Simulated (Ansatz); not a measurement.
## Refining one setting for SrTiP₂O₈ (C2/c, 24 atoms in the cell)

```
SrTi(PO4)2
1.0
    8.28847    -2.60410     0.00000
    8.28847     2.60410     0.00000
   -3.63513     0.00000     7.32292
Sr Ti P O
2 2 4 16
Direct
  0.80538   0.19462   0.75000
  0.19462   0.80538   0.25000
  0.00000   0.50000   0.00000
  0.50000   0.00000   0.50000
  0.40330   0.88086   0.75611
  0.11914   0.59670   0.74389
  0.59670   0.11914   0.24389
  0.88086   0.40330   0.25611
  0.20118   0.12698   0.89660
  0.87302   0.79882   0.60340
  0.79882   0.87302   0.10340
  0.12698   0.20118   0.39660
  0.66704   0.62644   0.85610
  0.37356   0.33296   0.64390
  0.33296   0.37356   0.14390
  0.62644   0.66704   0.35610
  0.48398   0.94978   0.69230
  0.05022   0.51602   0.80770
  0.51602   0.05022   0.30770
  0.94978   0.48398   0.19230
  0.26978   0.82658   0.60360
  0.17342   0.73022   0.89640
  0.73022   0.17342   0.39640
  0.82658   0.26978   0.10360
```

Method: LDA (PW92), default PAW files made with PBE (plane waves; Ansatz, a program for electronic structure).

The starting cell comes from a database of published, mostly measured structures (it also holds non-ambient and calculated ones), without a prior relaxation at this level. Its lattice was rescaled by a random factor within 2.5 % of one. In the base run, with a pressure of about -6 GPa the cell is away from its equilibrium volume at this level. Ansatz's pressure includes its estimate of the finite-basis (Pulay) stress. The shifted mesh does not hold Γ, so a gap read on it misses any band edge there.

Held fixed: kpoints.mp_grid.grid = 3 3 2; kpoints.mp_grid.shift = 0.5 0.5 0.5; hamiltonian.xc = lda; hamiltonian.pseudopotentials = {kind: paw} (the program's default PAW files); scf.occupations.method = cold; scf.occupations.width = 0.0147 Ry.

ΔF is the free energy per atom less that of the last row (61.7 Ry).

The first pressure column holds Ansatz's estimate of the finite-basis (Pulay) stress, which hides part of the cutoff error; the other is without it.

The series runs over basis.ecutwfc = 12.5 Ry; 15.4 Ry; 21.7 Ry; 24.6 Ry; 27.9 Ry; 30.9 Ry; 35.6 Ry; 40.1 Ry; 46.3 Ry; 54 Ry; 61.7 Ry.

### Question
From which setting on does the largest force stay within 0.005 eV/Å of the last one?

### Answer
From basis.ecutwfc = 30.9 Ry on; the one before it is off by 0.0094 eV/Å. The value it settles on is 0.294 eV/Å at this level of theory and with the other settings as held.

### Question
From which setting on does the pressure stay within 0.05 GPa of the last one?

### Answer
From basis.ecutwfc = 27.9 Ry on; the one before it is off by 0.10 GPa. The value it settles on is -6.23 GPa at this level of theory and with the other settings as held.

```json
[
 {"basis.ecutwfc": "12.5 Ry", "ΔF (meV/atom)": "10380.7", "pressure (GPa)": "-7.71", "largest force (eV/Å)": "4.747", "gap on the mesh (eV)": "2.684", "pressure at a fixed set of plane waves (GPa)": "-320.70", "plane waves": "1603", "iterations": "11"},
 {"basis.ecutwfc": "15.4 Ry", "ΔF (meV/atom)": "4152.0", "pressure (GPa)": "-0.48", "largest force (eV/Å)": "0.587", "gap on the mesh (eV)": "2.767", "pressure at a fixed set of plane waves (GPa)": "-175.87", "plane waves": "2201", "iterations": "11"},
 {"basis.ecutwfc": "21.7 Ry", "ΔF (meV/atom)": "418.1", "pressure (GPa)": "-6.27", "largest force (eV/Å)": "0.406", "gap on the mesh (eV)": "2.732", "pressure at a fixed set of plane waves (GPa)": "-35.09", "plane waves": "3641", "iterations": "10"},
 {"basis.ecutwfc": "24.6 Ry", "ΔF (meV/atom)": "127.8", "pressure (GPa)": "-6.34", "largest force (eV/Å)": "0.302", "gap on the mesh (eV)": "2.750", "pressure at a fixed set of plane waves (GPa)": "-17.19", "plane waves": "4381", "iterations": "10"},
 {"basis.ecutwfc": "27.9 Ry", "ΔF (meV/atom)": "28.7", "pressure (GPa)": "-6.27", "largest force (eV/Å)": "0.304", "gap on the mesh (eV)": "2.756", "pressure at a fixed set of plane waves (GPa)": "-9.37", "plane waves": "5325", "iterations": "10"},
 {"basis.ecutwfc": "30.9 Ry", "ΔF (meV/atom)": "6.5", "pressure (GPa)": "-6.24", "largest force (eV/Å)": "0.295", "gap on the mesh (eV)": "2.759", "pressure at a fixed set of plane waves (GPa)": "-7.05", "plane waves": "6197", "iterations": "10"},
 {"basis.ecutwfc": "35.6 Ry", "ΔF (meV/atom)": "1.12", "pressure (GPa)": "-6.22", "largest force (eV/Å)": "0.294", "gap on the mesh (eV)": "2.759", "pressure at a fixed set of plane waves (GPa)": "-6.28", "plane waves": "7679", "iterations": "10"},
 {"basis.ecutwfc": "40.1 Ry", "ΔF (meV/atom)": "0.79", "pressure (GPa)": "-6.22", "largest force (eV/Å)": "0.294", "gap on the mesh (eV)": "2.759", "pressure at a fixed set of plane waves (GPa)": "-6.24", "plane waves": "9183", "iterations": "10"},
 {"basis.ecutwfc": "46.3 Ry", "ΔF (meV/atom)": "0.52", "pressure (GPa)": "-6.23", "largest force (eV/Å)": "0.294", "gap on the mesh (eV)": "2.759", "pressure at a fixed set of plane waves (GPa)": "-6.24", "plane waves": "11329", "iterations": "10"},
 {"basis.ecutwfc": "54 Ry", "ΔF (meV/atom)": "0.32", "pressure (GPa)": "-6.23", "largest force (eV/Å)": "0.294", "gap on the mesh (eV)": "2.759", "pressure at a fixed set of plane waves (GPa)": "-6.24", "plane waves": "14271", "iterations": "10"},
 {"basis.ecutwfc": "61.7 Ry", "ΔF (meV/atom)": "0.00", "pressure (GPa)": "-6.23", "largest force (eV/Å)": "0.294", "gap on the mesh (eV)": "2.759", "pressure at a fixed set of plane waves (GPa)": "-6.25", "plane waves": "17493", "iterations": "10"}
]
```

The gap is read on the k-point mesh of the run and can differ from the gap over the whole zone at this level.

Keys are those of Ansatz 0.2.
